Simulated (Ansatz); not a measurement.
Defect migration in silicon: interstitial Ni, neutral cell. The step: Ni moves alone to another site; the atom moves 1.30 Å along (-0.17, 0.00, 0.17) of the unit cell; the moving atom starts with neighbours 3 Si at 2.31, 3 Si at 2.39 Å and ends with 3 Si at 2.31, 3 Si at 2.39 Å. DFT values are from Ansatz (plane-wave PAW, 420 eV unless said) in a cell of 64 host sites, spin-restricted, static, with no finite-size correction. The charge state is imposed; whether it is stable for some Fermi level was not computed. Sites that were not tried may lie lower. For the PBE band: the saddle point's order was not checked, and it lies on a symmetry element of the cell, where a band can be held.

```tsv
Level	Forward barrier (eV)	Cost of the band or of the saddle's single point
CHGNet universal potential (has no charge state), its own band	0.30	-
PBE, a 2×2×2 k-point mesh shifted by half a step, band relaxed	0.08	very roughly 40 core-minutes
PBE, a 3×3×3 k-point mesh shifted by half a step, same geometries	0.08	very roughly 7 core-minutes
r2SCAN at 500 eV, a 2×2×2 k-point mesh shifted by half a step, same geometries	…	around 6 core-minutes (rough)
```

Problem. Complete the blanks.

Solution. 
- r2SCAN at 500 eV, a 2×2×2 k-point mesh shifted by half a step, same geometries, Forward barrier (eV): 0.16

Ansatz is an electronic-structure program.
